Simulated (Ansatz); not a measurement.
AlB2-type YSi2, treated with r²SCAN (Ansatz, a program for electronic structure, plane waves, PAW).

Run with plane-wave cutoff 560 eV, 18×18×14 k mesh (along the axes of the cell as run), Fermi–Dirac smearing 0.05 eV, scalar-relativistic PAW data made under PBE.

Computed at the level's own relaxed cell.

Estimate the lattice parameter a, c axis length and bulk modulus that the calculation returns.


* **lattice parameter a**: 4.068 Å
* **c axis length**: 3.999 Å
* **bulk modulus**: 89.4 GPa

The run finds no gap.

Note: the relaxation could not lower the start's symmetry, so the cell can be a saddle point above a distorted one; the bulk modulus is −V dP/dV from two relaxed cells at ±2 % in volume; the volume lies 8 % above that of the published cell.

Computed values are for the static lattice.

It cost very roughly 2.6 core-minutes of CPU time.
